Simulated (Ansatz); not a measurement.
Structures of equal composition on the (0001) surface of hcp Co, ferromagnetic: a pseudomorphic layer of Cr in the host's stacking; a pseudomorphic layer of Cr in the other hollow. The slabs share one bottom face, and each structure is named by its start. These are constructed structures in small cells; real faces may alloy, dewet or reconstruct in larger ones, and not all known structures of the face are among them. Slabs of about 10 Å, Fermi-Dirac smearing of 0.1 eV. Bottom of the slabs: a bare face, its two planes held. Relaxed from the named starts with such symmetry as they have, on meshes of like density; energies extrapolated to zero smearing; spin only where a row says so; no spin-orbit coupling, no U. Brackets mark spin-polarised runs, whose order is one that fits the cell. Where a second, spin-polarised start was run, the lower counts.

All values below come from PBE (plane waves to 420 eV, PAW; Ansatz, a first-principles code).

Problem. Rank these by energy per 1x1 cell (lowest first), as PBE gives it.

Solution. a pseudomorphic layer of Cr in the host's stacking (0.000 eV [spin, 8.8 μB a cell]), a pseudomorphic layer of Cr in the other hollow (0.024 eV [spin, 8.9 μB a cell])
